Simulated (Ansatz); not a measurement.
**Carrier doping in Nb2O5**

The reference is Nb2O5 (space group C2/m, No. 12; a cell from a computed database, its experimental status unchecked).

```
Nb2O5
1.0
    6.43355    -1.91016     0.00000
    6.43355     1.91016     0.00000
   -0.04603     0.00000     3.95977
Nb O
2 5
Direct
  0.85338   0.85338   0.93715
  0.14662   0.14662   0.06285
  0.85112   0.85112   0.48679
  0.14888   0.14888   0.51321
  0.00000   0.00000   0.00000
  0.68484   0.68484   0.00380
  0.31516   0.31516   0.99620
```

Carriers are added at fixed cell with a uniform background; the Fermi–Dirac width is that of 300 K.

The values are results of Ansatz (a first-principles code), PBEsol, PAW, cutoff 420 eV, no SOC, earlier PAW set, not measurements.

Notes on the quantities. Fermi level from band edge: Fermi level relative to the doped band's edge (positive inside the band; to 0.05 eV).

| variant | Fermi level from band edge | largest internal atomic displacement | gap between the host's bands |
|---|---|---|---|
| undoped | – | – | 2.19 eV |
| electrons 2.0×10^21 cm⁻³ | +0.45 eV | 0.019 Å | 2.16 eV |
| electrons 3.0×10^21 cm⁻³ | +0.50 eV | 0.034 Å | 2.13 eV |
| holes 2.0×10^21 cm⁻³ | +0.10 eV | 0.012 Å | 2.21 eV |
| holes 3.0×10^21 cm⁻³ | +0.15 eV | 0.020 Å | 2.21 eV |
| holes 1.0×10^22 cm⁻³ | +0.35 eV | 0.068 Å | 2.26 eV |

Carriers are added with a uniform compensating background; total energy and stress of such cells depend on the potential's zero and are not compared; many-body gap narrowing is missing at this level. Stability against distortions was not tested.
